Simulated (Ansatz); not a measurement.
Calculation: PBE (plane waves to 420 eV, PAW; Ansatz, a quantum-chemistry and plane-wave program).

Electrostatic potential energy of an electron, averaged over planes parallel to the surface, in eV from the Fermi level, for OH on the 1x1 (111) surface of fcc Ag, one in a 1x1 cell, started at the site 'top Ag':

```csv
z (Å),V (eV)
5.30,4.40
5.59,4.40
5.89,4.40
6.18,4.40
6.48,4.39
6.77,4.38
7.07,4.35
7.36,4.29
7.66,4.17
7.95,3.92
8.24,3.37
8.54,2.17
8.83,-0.98
9.13,-6.18
9.42,-10.49
9.72,-11.90
10.01,-9.88
10.31,-5.28
10.60,-0.57
10.89,0.99
11.19,-1.06
11.48,-5.97
11.78,-10.40
12.07,-12.09
12.37,-10.33
12.66,-5.84
12.96,-0.94
13.25,1.02
13.54,-0.65
13.84,-5.44
14.13,-10.02
14.43,-11.97
14.72,-10.48
15.02,-6.13
15.31,-1.12
15.61,1.13
15.90,-0.48
16.19,-5.24
16.49,-9.78
16.78,-11.64
17.08,-10.04
17.37,-5.51
17.67,-0.31
17.96,0.11
18.26,-2.87
18.55,-4.36
18.84,-3.19
19.14,2.43
19.43,5.16
19.73,5.91
20.02,6.17
20.32,6.26
20.61,6.30
20.91,6.31
21.20,6.32
21.49,6.32
21.79,6.32
22.08,6.32
22.38,6.32
22.67,6.32
22.97,6.32
23.26,6.32
```

Set-up: 6 atoms, 7.1 Å thick at the start under the adsorbate (thin: gaps and levels are the slab's own); mesh 12x12x1; 0.1 eV smearing; dipole correction on; 2 atoms held, the rest relaxed; no symmetry held; spin-polarised, no spin-orbit, no U, no dispersion correction. The starting moment vanished. At the end it is bonded to 2 Ag. In PBE it is, or lies within 0.03 eV of, the lowest of the starts that converged.

### Question
The surface cell has an area of 7.45 Å². What dipole along the normal does the step between the two vacuum levels imply?

### Answer
the top vacuum level lies 1.92 eV above the bottom one; p = −ε₀ A ΔV (ε₀ = 0.005526 e/(V·Å)) gives -0.08 e·Å a cell.
